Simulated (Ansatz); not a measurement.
Carrier properties of CdTe under load (space group I-4m2)

```xyz
2
Lattice="0.0000 3.1907 3.5106 3.1907 0.0000 3.5106 3.1907 3.1907 0.0000" Properties=species:S:1:pos:R:3 pbc="T T T"
Cd     0.0000     0.0000     0.0000
Te     1.5953     1.5953     1.7553
```

Calculation: r2SCAN with spin-orbit coupling, rigid bands (plane waves, PAW; Ansatz, a quantum-chemistry and plane-wave program). Condition of this run: uniaxial stress zz = -2 GPa (compression positive) (the target of the relaxation). Geometry: cell and atoms relaxed with r2SCAN, then loaded as said.

```yaml
band_gap: 0.70 eV
electron conductivity mass (300 K, dilute): 0.087 (x), 0.087 (y), 0.093 (z) mₑ
hole conductivity mass (300 K, dilute): 0.25 (x), 0.25 (y), 0.67 (z) mₑ
effective density of states N_c (300 K): 5.9e17 cm⁻³
effective density of states N_v (300 K): 3.7e18 cm⁻³
density_of_states_mass_electrons: 0.082 mₑ
density_of_states_mass_holes: 0.28 mₑ
Seebeck coefficient, n-type 1e19 cm⁻³, 300 K: -59 μV/K
Seebeck coefficient, p-type 1e19 cm⁻³, 300 K: 177 μV/K
best p-type power factor at 300 K for τ = 10 fs (best axis; densities from 1e16 to 1e21 cm⁻³ tried, whether or not they can be reached): 5.8 μW/(cm·K²) at 3e20 cm⁻³
```

Rigid bands; masses and Seebeck coefficients take one relaxation time τ for all states and one kind of carrier; polarons and phonon drag are left out.
